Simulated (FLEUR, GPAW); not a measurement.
A FLEUR input for a self-consistent single point of C (Fd-3m, 2 atoms in the cell) (DFT, PBE, all-electron FLAPW (FLEUR), scalar-relativistic valence):

Input of the input generator:

```
C
&input film=f /
-0.0000000000 0.7071067812 0.7071067812
0.7071067812 -0.0000000000 0.7071067812
0.7071067812 0.7071067812 -0.0000000000
4.7580100186
1.0 1.0 1.0

2
6 0.5000000000 0.5000000000 0.5000000000
6 0.7500000000 0.7500000000 0.7500000000

&comp jspins=1 /
&kpt div1=13 div2=13 div3=13 /
&end /
```

```xml
<?xml version="1.0" encoding="UTF-8" standalone="no"?>
<fleurInput fleurInputVersion="0.39">
   <comment>
      C                                                                                                   
   </comment>
   <calculationSetup>
      <cutoffs Kmax="4.4" Gmax="15.4" GmaxXC="15.4" numbands="0"/>
      <scfLoop itmax="100" minDistance="0.00001" maxIterBroyd="15" imix="Anderson" alpha="0.05" precondParam="0.0" spinf="2.0"/>
      <coreElectrons ctail="T" frcor="F" kcrel="0" coretail_lmax="0"/>
      <xcFunctional name="pbe" relativisticCorrections="F"/>
      <magnetism jspins="1"/>
      <soc l_soc="F" theta="0.0" phi="0.0" spav="F"/>
      <expertModes spex="0" secvar="F"/>
      <geometryOptimization l_f="T" forcealpha="1.0" forcemix="BFGS" epsdisp="0.00001" epsforce="0.00001"/>
      <ldaU l_linMix="F" mixParam="0.05" spinf="1.0"/>
   </calculationSetup>
   <cell>
      <bzIntegration valenceElectrons="8.0" mode="hist" fermiSmearingEnergy="0.00036749">
         <kPointListSelection listName="default-1"/>
         <!-- k-points included here -->
         <xi:include xmlns:xi="http://www.w3.org/2001/XInclude" href="kpts.xml"> </xi:include>
      </bzIntegration>
      <!-- symmetry operations included here -->
      <xi:include xmlns:xi="http://www.w3.org/2001/XInclude" href="sym.xml"> </xi:include>
      <bulkLattice scale="1.0">
         <bravaisMatrix>
            <row-1>    0.0000000000000000     3.3644211491695986     3.3644211491695986</row-1>
            <row-2>    3.3644211491695986     0.0000000000000000     3.3644211491695986</row-2>
            <row-3>    3.3644211491695986     3.3644211491695986     0.0000000000000000</row-3>
         </bravaisMatrix>
      </bulkLattice>
   </cell>
   <atomSpecies>
      <species name="Carbon (C)" element="C" atomicNumber="6">
         <mtSphere radius="1.36" gridPoints="471" logIncrement="0.022"/>
         <atomicCutoffs lmax="6" lnonsphr="4"/>
         <electronConfig flipSpins="F">
            <coreConfig>(1s1/2)</coreConfig>
            <valenceConfig>(2s1/2) (2p1/2) (2p3/2)</valenceConfig>
            <stateOccupation state="(2p1/2)" spinUp="0.3333333333333" spinDown="0.3333333333333"/>
            <stateOccupation state="(2p3/2)" spinUp="0.6666666666667" spinDown="0.6666666666667"/>
         </electronConfig>
         <energyParameters s="2" p="2" d="3" f="4"/>
      </species>
   </atomSpecies>
   <atomGroups>
      <atomGroup species="Carbon (C)">
         <relPos label="                   1">3.000/8.000 3.000/8.000 3.000/8.000</relPos>
         <relPos label="                   2">-3.000/8.000 -3.000/8.000 -3.000/8.000</relPos>
         <force calculate="T" relaxXYZ="TTT"/>
      </atomGroup>
   </atomGroups>
   <output dos="F" band="F" slice="F">
      <checks vchk="F" cdinf="F"/>
      <bandDOS minEnergy="-.5*Htr" maxEnergy="0.5*Htr" sigma="0.015" storeEVData="T"/>
      <vacuumDOS vacdos="F" integ="F" star="F" nstars="0" locx1="0.0" locy1="0.0" locx2="0.0" locy2="0.0" nstm="0" tworkf="0.0"/>
      <unfoldingBand unfoldBand="F" supercellX="1" supercellY="1" supercellZ="1"/>
      <plotting iplot="0" polar="F">
         <plot TwoD="T" vec1="  1.0  0.0  0.0" vec2="  0.0  1.0  0.0" vec3="  0.0  0.0  1.0" zero="  0.0  0.0  0.0" file="plot"/>
      </plotting>
      <chargeDensitySlicing numkpt="0" minEigenval="0.0" maxEigenval="0.0" nnne="0" pallst="F"/>
      <specialOutput eonly="F"/>
      <magneticCircularDichroism mcd="F" energyLo="-10.0" energyUp="0.0"/>
   </output>
  <!-- We include the file relax.xml here to enable relaxations (see documentation) -->
  <xi:include xmlns:xi="http://www.w3.org/2001/XInclude" href="relax.xml"> <xi:fallback/> </xi:include>
</fleurInput>
```

**Question.** Give the GPAW input for the same structure, mesh, smearing and functional.

**Answer.** This is the input that was run; spellings and numerical settings could be chosen otherwise.

```python
from ase import Atoms
from ase.units import GPa
from gpaw import GPAW

atoms = Atoms(['C', 'C'],
              cell=[[0.000000, 1.780375, 1.780375],
                    [1.780375, 0.000000, 1.780375],
                    [1.780375, 1.780375, 0.000000]],
              scaled_positions=[[0.500000, 0.500000, 0.500000],
                                [0.750000, 0.750000, 0.750000]],
              pbc=True)

calc = GPAW(mode={'name': 'pw', 'ecut': 950},
            xc='PBE',
            kpts=(13, 13, 13),
            occupations={'name': 'fermi-dirac', 'width': 0.01},
            nbands=-8,
            convergence={'bands': -6},
            symmetry={'symmorphic': False, 'tolerance': 0.0005},
            maxiter=100,
            txt='-')

atoms.calc = calc

energy = atoms.get_potential_energy()
print('Energy (eV):', round(energy, 6))
forces = atoms.get_forces()
print('Forces (eV/Ang):')
print(forces.round(5))
stress = atoms.get_stress()
print('Stress (GPa, Voigt):', (stress / GPa).round(4))
```

Basis settings and potentials, where a program has them, do not carry over. This input uses DFT PBE, plane waves, GPAW PAW datasets PBE (gpaw-data 1.0.1). Both were run: gap on the mesh 4.176 eV in FLEUR and 4.155 in GPAW.

On FLEUR: the starting cell comes from a database of computed structures (which also holds hypothetical and non-ambient phases and stackings), without a prior relaxation at this level. Values depend on the basis (sphere radii, cutoffs, local orbitals), which need not be converged.

On GPAW: the starting cell comes from a database of computed structures (which also holds hypothetical and non-ambient phases and stackings), without a prior relaxation at this level.
